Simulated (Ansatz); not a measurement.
Base system: ZnS in the wurtzite structure (space group P6_3mc, No. 186; a = 3.845 Å, c = 6.305 Å).

Method: Ansatz (a quantum-chemistry and plane-wave program) PBE, scalar-relativistic without spin-orbit coupling.

One change was made to it. Results:

| quantity | base | after |
|---|---|---|
| electron mass | 0.16 mₑ along c, 0.18 mₑ across (at Γ) | 0.18 mₑ along c, 0.23 mₑ across (at Γ) |
| valence-band top at Γ (three highest levels, from the VBM) | 0.00, 0.00, -0.07 eV | 0.00, 0.00, -0.19 eV |
| band gap | 2.08 eV | 2.98 eV |
| c/a ratio | 1.640 | 1.660 |
| lattice parameter a | 3.845 Å | 3.575 Å |

### Question
What was done to the base?
A) pressure 9 GPa
B) pressure 2.1 GPa
C) pressure 22.5 GPa
D) pressure 4.5 GPa
E) pressure −1 GPa

### Answer
C, pressure 22.5 GPa. For comparison, the band gap in the other runs: pressure 2.1 GPa gives 2.20 eV; pressure 9 GPa gives 2.53 eV; pressure 4.5 GPa gives 2.33 eV; pressure −1 GPa gives 2.01 eV.

Load acts through the strain it causes; cell and atoms are relaxed under it. Masses are band curvatures over ±0.01 Å⁻¹ around the edge. No phonon test of stability was made. Tetrahedral semiconductors of this kind turn to denser phases somewhere between about 1 and 50 GPa; those were not computed, so compressed cells here can lie past the real transition.
